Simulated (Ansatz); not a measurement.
## The (110) surface of bcc Li in its 1x1 cell, outermost plane spacing 2.43 Å in the ideal cut

Calculation: PBE (plane waves to 420 eV, PAW; Ansatz, a program for electronic structure).

Set-up: 5 atoms, 9.7 Å thick at the start (thin: gaps and levels are the slab's own); mesh 13x13x1; 0.1 eV smearing; dipole correction on; all atoms relaxed; held to the start's symmetry, so lower structures may exist; no spin, no spin-orbit, no U.

```
Item                                                                  Value
-----------------------------------  --------------------------------------
surface energy (mean of both faces)                               0.49 J/m²
surface energy before relaxation                                  0.49 J/m²
work function of the top face                                       3.25 eV
energy released by relaxation                                      0.007 eV
cost                                 about 24 core-seconds (a rough figure)
```
